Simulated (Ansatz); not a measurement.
Worked example: relaxation of cell and atoms of Rb (Im-3m, 1 atom in the cell) in Ansatz (a first-principles code).

Method of the run: LDA (PW92), default PAW files made with PBE (plane waves; Ansatz).

The change in words: atoms on their sites; basis.ecutwfc: 420 eV → 630 eV; relax: default → cell and atoms. Reference geometry:
```
Rb
1.0
   -2.83347     2.83347     2.83347
    2.83347    -2.83347     2.83347
    2.83347     2.83347    -2.83347
Rb
1
Direct
  0.00000   0.00000   0.00000
```

Reference input (self-consistent single point, DFT, LDA (PW92), plane waves, default PAW files made with PBE): basis.ecutwfc = 420 eV; kpoints.mp_grid.grid = 8 8 8; hamiltonian.xc = lda; hamiltonian.pseudopotentials = {kind: paw} (the program's default PAW files); scf.occupations.method = fermi_dirac; scf.occupations.width = 0.1 eV. This run's input differs from it in these lines:

Ansatz 0.2 input:
```diff
@@ -8,3 +8,3 @@
 basis:
-  ecutwfc: 420.0
+  ecutwfc: 630.0
 kpoints:
@@ -16,2 +16,4 @@
   occupations: { method: fermi_dirac, width: 0.1 }
+relax:
+  cell: {}
 output:
```

Output (repeated stretches shortened):

```
   [... SCF lines of the steps left out ...]
relax step   1: F+E_penalty+E_count = -3170.74943986 eV  Δ(F+E_penalty+E_count) = +0.000e0 eV  max|allowed force component| = 0.000e0 eV/Å  Δτ_max = 0.0000 Å  P = -0.409 GPa  Ω = 90.995 Å³  (6 SCF iters, dr2 threshold 1.00e-7 eV, accepted)
relax step   2: F+E_penalty+E_count = -3170.75240368 eV  Δ(F+E_penalty+E_count) = -2.964e-3 eV  max|allowed force component| = 0.000e0 eV/Å  Δτ_max = 0.0000 Å  P = -0.384 GPa  Ω = 89.798 Å³  energy of the carried Pulay correction = +2.238e-7 eV  (3 [...]
relax step   3: F+E_penalty+E_count = -3170.76841019 eV  Δ(F+E_penalty+E_count) = -1.601e-2 eV  max|allowed force component| = 0.000e0 eV/Å  Δτ_max = 0.0000 Å  P = +0.028 GPa  Ω = 77.243 Å³  energy of the carried Pulay correction = +2.764e-6 eV  (5 [...]
relax step   4: F+E_penalty+E_count = -3170.76845885 eV  Δ(F+E_penalty+E_count) = -4.866e-5 eV  max|allowed force component| = 0.000e0 eV/Å  Δτ_max = 0.0000 Å  P = -0.006 GPa  Ω = 77.972 Å³  energy of the carried Pulay correction = +2.606e-6 eV  (6 [...]
relax step   5: F+E_penalty+E_count = -3170.76845639 eV  Δ(F+E_penalty+E_count) = +2.460e-6 eV  max|allowed force component| = 0.000e0 eV/Å  Δτ_max = 0.0000 Å  P = -0.006 GPa  Ω = 77.972 Å³  stress off target by 5.88e-3 GPa  SCF on the basis [...]
basis re-selected at this cell: Δ(F+E_penalty+E_count) = +2.460e-6 eV, ΔP = -0.000 GPa vs the last step
Stability not checked: this state was not tested for a lower state beside it, because too few of the mixer's solves of this state at the end of the SCF gave a …
Free energy (F): -3170.768456 eV
Internal energy: -3170.735434 eV  (E = F + TS)
E sigma→0 (E₀):  -3170.751945 eV
Entropy (-TS):   -0.033022 eV (-33.022 meV/atom)
Fermi energy:    2.404253 eV
--- Forces (eV/Å), atoms counted from 1 ---
  atom   1  Rb    -0.00000000     0.00000000    -0.00000000
   [... lines left out ...]
to start a new deck from the relaxed geometry:
  cell:  # Å, volume = 77.9718 Å³
    - [-2.6912815496468867, 2.6912815496468867, 2.6912815496468867]
    - [2.6912815496468867, -2.6912815496468867, 2.6912815496468867]
    - [2.6912815496468867, 2.6912815496468867, -2.6912815496468867]
  atoms:
    - { symbol: Rb, position: [0.0, 0.0, 0.0] }
```

The run converged. 

Summary of the result:
- Free energy E − TS (on the zero of these files) = -3170.7685 eV
- Fermi level (on the code's own zero) = 2.40 eV
- Pressure = -0.01 GPa
- Final cell = a = 4.6614 Å, b = 4.6614 Å, c = 4.6614 Å, α = 109.47°, β = 109.47°, γ = 109.47°
- Final volume per atom = 77.97 Å³
- Relaxation steps = 5

The starting cell has typed, rounded lattice constants, without a prior relaxation at this level. Its lattice was rescaled by up to half a per cent. The relaxation keeps the symmetry of its start, so its end need not be a minimum. Ansatz's pressure includes its estimate of the finite-basis (Pulay) stress.
